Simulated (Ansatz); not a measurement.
# Rock-salt LaTe: bulk modulus B0 by level of theory

No measured value is used here.

| level (code) | value (GPa) | cell (Å³/atom) |
|---|---|---|
| LDA (Ansatz) | (withheld) | 31.92 |
| PBEsol (Ansatz) | 61.7 | 32.62 |
| PBEsol+SOC (Ansatz) | 61.6 | 32.62 |
| r²SCAN (Ansatz) | 57.7 | 34.24 |
| r²SCAN+SOC (Ansatz) | 57.6 | 34.23 |
| HSE06 (Ansatz) | (withheld) | 33.65 |
| PBE0 (Ansatz) | 60.6 | 33.63 |

**Question.** What belongs in the gaps?

**Answer.** 
- LDA (Ansatz, a quantum-chemistry and plane-wave program), value (GPa): 65.7
- HSE06 (Ansatz), value (GPa): 59.9

Each level is taken at its own relaxed cell. Cutoffs and k meshes differ between the levels. Ansatz's density-functional and Hartree–Fock values are scalar-relativistic unless marked +SOC, with PAW data made under PBE.
